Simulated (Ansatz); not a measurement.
System: interstitial Na in 4H silicon carbide (charge state +1). Calculation: PBE, PAW (plane waves to 420 eV; Ansatz, a program for electronic structure).

Cell of 72 host sites held at the relaxed PBE lattice; the Γ point alone; Fermi-Dirac width 0.01 eV, spin-restricted; finite-size errors left in. Energies are static. The charge state is imposed; whether it is stable for some Fermi level was not computed. Sites that were not tried may lie lower.

Barriers: single points on a 2×2×2 k-point mesh shifted by half a step along c at the bands' geometries (they differ from the bands' own by up to 0.49 eV, and are uncertain by about as much).

The step: a direct jump of one Na atom. Atoms about the jump, Cartesian Å from the middle of the jump, before and after:

```
atom     x0     y0     z0     x1     y1     z1
----  -----  -----  -----  -----  -----  -----
Na1    0.77   1.34   0.00  -0.77  -1.34   0.00
C2     0.77  -0.50   0.98   0.82  -0.42   0.98
Si3    0.77  -0.60  -1.04   0.90  -0.37  -1.04
C4    -0.78   0.44  -1.59  -0.77   0.45  -1.59
Si5   -0.83   0.41   1.64  -0.77   0.51   1.64
C6     2.32   0.44  -1.59   2.38   0.48  -1.62
C7     0.77  -2.30  -1.62   0.78  -2.23  -1.59
Si8    2.38   0.41   1.64   2.34   0.46   1.60
Si9    0.77  -2.26   1.60   0.83  -2.26   1.64
Si10  -0.90   2.31  -1.04  -0.77   2.24  -0.95
Si11  -2.32  -0.45  -0.95  -2.45  -0.37  -1.04
C12   -0.82   2.26   0.98  -0.77   2.25   0.97
C13   -2.33  -0.46   0.97  -2.37  -0.42   0.98
```

Task: Where do these atoms stand at the saddle point, and how high is it?

Result: 
```tsv
atom	x	y	z
Na1	0.35	-0.20	-0.12
C2	0.79	-0.46	1.75
Si3	0.81	-0.46	-2.15
C4	-0.83	0.48	-1.79
Si5	-0.82	0.47	1.83
C6	2.34	0.47	-1.69
C7	0.76	-2.26	-1.69
Si8	2.35	0.46	1.72
Si9	0.78	-2.27	1.72
Si10	-0.79	2.24	-0.98
Si11	-2.33	-0.43	-0.98
C12	-0.77	2.19	0.97
C13	-2.28	-0.43	0.97
```
It lies 4.15 eV above the start and 4.15 eV above the end. The program found a first-order saddle point.
